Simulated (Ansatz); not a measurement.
Cu3SbS4: energy against strain

Cu3SbS4 (I-42m, 18.953 Å³/atom and stress up to 0.01 GPa in the relaxed cell, c along z) under a strain ε along c (axis z), the other axes held. PBEsol in Ansatz, a plane-wave DFT program (PAW, default set), 420 eV, 12×12×12 Γ-centred mesh, Fermi-Dirac smearing 0.05 eV; ions are relaxed, or left where forces stay under 0.02 eV/Å, within the symmetry of each cell.

Here s stands for strain and y for E less E0.

| strain (%) | E less E0 (meV/atom) |
|---|---|
| -3.00 | ? |
| -1.50 | 1.32 |
| -0.75 | 0.31 |
| 0.00 | 0.00 |
| 0.75 | 0.38 |
| 1.50 | 1.43 |

The 5 complete rows are fitted with a parabola, y against s. Least squares gives y = 0.001 + 0.0387·s + 0.6108·s². Residuals (row less fit): 0.003, -0.006, -0.001, 0.006, -0.003; standard error 0.007 (degrees of freedom: 2). Twice the quadratic coefficient over the volume, 2 × 0.6108 meV × 10⁴ × 0.1602 / 18.953 Å³, is the elastic constant C33 = 103.3 ± 0.5 GPa (± standard error of the fit, which holds the terms cut off).

### Question
Predict the withheld y at s = -3.00 from the fit, and compare with the calculation.

### Answer
y = 0.001 + 0.0387 × (-3.00) + 0.6108 × (-3.00)² = 5.382 meV/atom. The calculation gives 5.54 meV/atom, 0.158 meV/atom above the prediction (2.9 % of the range of y in the table). The row lies outside the fitted rows, so this is an extrapolation. From the scatter of the fitted rows alone, a prediction at this place has a standard error of 0.028 meV/atom, so the miss is 5.6 times that.

A polynomial of degree 3 through the 8 other runs of the series gives 5.54 there, so most of the miss is curvature that the fit leaves out. This level leaves no gap over 0.05 eV at strain -3.00, -1.50, -0.75, 0.00, 0.75, 1.50 %. The start is a measured cell from the literature; how it stands against other phases or cation orders wasn't checked. Spin-orbit coupling is left out, which can shift these values for the heavy elements here. Rows are the converged runs of the series near zero and its far end; series whose fitted rows scatter by over a few per cent of the range, as at a crossing or softening among them, aren't shown in this form, nor equations of state whose B0' disagrees with the runs' pressures. Most that stay on the fit to the last digits aren't either.
